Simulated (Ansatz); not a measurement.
Input:

```yaml
crystal:
  lattice:
    - [0.00000, 3.08206, 3.08206]
    - [3.08206, 0.00000, 3.08206]
    - [3.08206, 3.08206, 0.00000]
  atoms:
    - { symbol: Te, position: [0.75000, 0.75000, 0.75000] }
    - { symbol: Hg, position: [0.00000, 0.00000, 0.00000] }
```

No spin polarisation.

Method: PBEsol (Ansatz, a program for electronic structure), no SOC. Settings: 9×9×9 k-points, 0.05 eV Fermi–Dirac smearing.

**Question.** Predict the pressure, space group and band gap.

**Answer.** 
```json
{
 "pressure": "10.5 GPa",
 "space_group": "F-43m (No. 216)",
 "band_gap": "zero"
}
```

The mesh was chosen for an insulator and is coarse for the gapless case. Spin-orbit coupling, missing from the scalar runs, can matter with Hg and Te. The cells carry an imposed strain or load. Whether these cells are dynamically stable was not tested. The final runs are not spin-polarised. The cell was made from HgTe in the zinc blende structure (space group F-43m, No. 216) by this change: isotropic strain −5.31 %. A zero or small gap of HgTe can be the functional's error rather than a property of the material.
